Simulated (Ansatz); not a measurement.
## Effective masses and thermopower of MgO under load (space group Fm-3m)

Data:

```
CELL_PARAMETERS angstrom
      0.00000     2.15352     2.15352
      2.15352     0.00000     2.15352
      2.15352     2.15352     0.00000
ATOMIC_POSITIONS crystal
  Mg 0.00000 0.00000 0.00000
  O  0.50000 0.50000 0.50000
```

Method: PBE, rigid bands (plane waves, PAW, scalar-relativistic; Ansatz, a program for electronic structure). Condition of this run: hydrostatic pressure of -9 GPa (compression positive) (the target of the relaxation). Cell: cell and atoms relaxed with PBEsol, then loaded as said.

band gap: 4.12 eV
electron conductivity mass (300 K, dilute): 0.33 mₑ
hole conductivity mass (300 K, dilute): 2.4 mₑ
effective density of states N_c (300 K): 4.8e18 cm⁻³
effective density of states N_v (300 K): 3.5e20 cm⁻³
density-of-states mass, electrons: 0.33 mₑ
density-of-states mass, holes: 5.8 mₑ
Seebeck coefficient, n-type 1e19 cm⁻³, 300 K: -166 μV/K
best n-type power factor at 300 K for τ = 10 fs (best axis; densities from 1e16 to 1e21 cm⁻³ tried, whether or not they can be reached): 2.3 μW/(cm·K²) at 1e19 cm⁻³
Seebeck coefficient, p-type 1e19 cm⁻³, 300 K: 518 μV/K

Rigid bands; masses and Seebeck coefficients take one relaxation time τ for all states and one kind of carrier; polarons and phonon drag are left out. Spin-orbit coupling is left out. Geometry: cell and atoms relaxed with PBEsol.
